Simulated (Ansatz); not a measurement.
Sc (P6₂22, No. 180, 6 atoms in the cell; start mp-601273; another form than the element's usual one) was calculated with r²SCAN (Ansatz, a program for electronic structure, plane waves, PAW).

Settings: plane-wave cutoff 560 eV, 18×18×4 k mesh (along the axes of the cell as run), Fermi–Dirac smearing 0.05 eV, scalar-relativistic PAW data made under PBE.

Cell (relaxed at this level):

Space group P6₂22 (No. 180); a = 3.2603 Å, b = 3.2603 Å, c = 8.1398 Å, α = 90.00°, β = 90.00°, γ = 120.00°

```csv
atom,site,symmetry,x,y,z
Sc,3c,222,0.5000,0.0000,0.0000
```
(The calculation used a cell of 6 atoms; values per cell refer to that cell.)

What does this level give for the bulk modulus B0?


- bulk modulus B0: 52.3 GPa

The run finds no gap.

Note: the bulk modulus is −V dP/dV from two relaxed cells at ±2 % in volume; the relaxation could not lower the start's symmetry, so the cell can be a saddle point above a distorted one.

Static lattice: no zero-point or thermal effects.

Computing time: very roughly 9 core-minutes.

A start named mp-… is a Materials Project structure, which need not be a measured phase.
